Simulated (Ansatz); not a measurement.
Take TiN in the rock salt structure (space group Fm-3m, No. 225; a = 4.2469 Å) as the base.

All numbers come from PBE (Ansatz, a program for electronic structure; PAW; 420 eV plane waves; spin-orbit coupling left out).

Before the change:

| Item | Value |
|---|---|
| Lattice parameter a | 424.7 pm |

Modification: cell and atoms relaxed at a pressure of 30 GPa.

Predict the new lattice parameter a.

The lattice parameter a shrinks by 12.5 pm (424.7 pm → 412.2 pm).

Load acts through the strain it causes; cell and atoms are relaxed under it. Whether these cells are dynamically stable was not tested. Competing high-pressure phases were not computed. The final runs are not spin-polarised. An odd electron count without spin: TiN.
